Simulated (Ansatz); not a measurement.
Band structure of SiGe (P6_3mc, 4 atoms in the cell).

```yaml
crystal:
  lattice:
    - [3.90445, 0.00000, 0.00000]
    - [-1.95223, 3.38135, 0.00000]
    - [0.00000, 0.00000, 6.45078]
  atoms:
    - { symbol: Si, position: [0.66667, 0.33333, 0.87461] }
    - { symbol: Si, position: [0.33333, 0.66667, 0.37461] }
    - { symbol: Ge, position: [0.66667, 0.33333, 0.50039] }
    - { symbol: Ge, position: [0.33333, 0.66667, 0.00039] }
```

Method of the run: PBEsol, PAW files made with PBE (plane waves; Ansatz, a quantum-chemistry and plane-wave program).

Settings: basis.ecutwfc = 30.9 Ry; kpoints.mp_grid.grid = 10 10 5; hamiltonian.xc = pbesol; hamiltonian.pseudopotentials = {kind: paw} (the program's default PAW files); scf.occupations.method = fermi_dirac; scf.occupations.width = 0.0015 Ry; kpoints.band_path.npoints = 8.

The starting cell comes from a database of computed structures (which also holds hypothetical and non-ambient phases and stackings), without a prior relaxation at this level.

### Question
Predict the gap along the standard path and the places of the band edges.

### Answer
The gap along the path is 0.35 eV, from Γ to M; the smallest direct gap on it is 0.40 eV. Another conduction valley lies within 0.1 eV, so the order of the valleys is not sure.

Levels in eV from the top of the valence band on the path, bands 15 to 21:
```
point     15     16     17     18    19    20    21
-----  -----  -----  -----  -----  ----  ----  ----
Γ      -1.58  -0.31   0.00   0.00  0.40  1.45  2.03
M      -4.76  -3.17  -3.02  -1.53  0.35  1.96  3.19
K      -5.24  -3.64  -3.64  -3.39  0.98  4.76  4.76
A      -0.96  -0.96  -0.96  -0.96  1.19  1.19  3.08
L      -2.60  -2.60  -2.51  -2.51  0.62  0.62  1.78
H      -4.53  -4.53  -2.10  -2.10  1.33  1.33  3.71
```

Keys are those of Ansatz 0.2.
